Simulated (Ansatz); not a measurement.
Start from SnO2 in the rutile structure (space group P4_2/mnm, No. 136).

Space group P4₂/mnm (No. 136); a = b = 4.828 Å, c = 3.238 Å, α = β = γ = 90.00°

```tsv
atom	site	symmetry	x	y	z
Sn	2a	m.mm	0.0000	0.0000	0.0000
O	4f	m.2m	0.3066	0.3066	0.0000
```

Computed with Ansatz (an electronic-structure program), PBE, PAW, cutoff 420 eV, no spin-orbit coupling.

Before the change:

The gap between the host's bands comes out as 0.68 eV and the gap character comes out as direct at Γ.

Perturbation: electron doping at 2.0×10^22 cm⁻³ (1.51 per cell), with a uniform compensating background at fixed cell and a 300 K Fermi–Dirac width.

Task: What happens to the gap between the host's bands, Fermi level from band edge, largest internal atomic displacement and gap character?

Result: The gap between the host's bands decreases by 0.15 eV, from 0.68 eV to 0.53 eV; the Fermi level relative to the doped band's edge (positive inside the band; to 0.05 eV) comes out as +4.00 eV; the largest internal atomic displacement is 0.038 Å; the gap character remains direct at Γ.

Charged cell with a jellium background: band edges are those of the host's band count, energies are not comparable with the neutral cell, and many-body gap narrowing is missing. Stability against distortions was not tested.
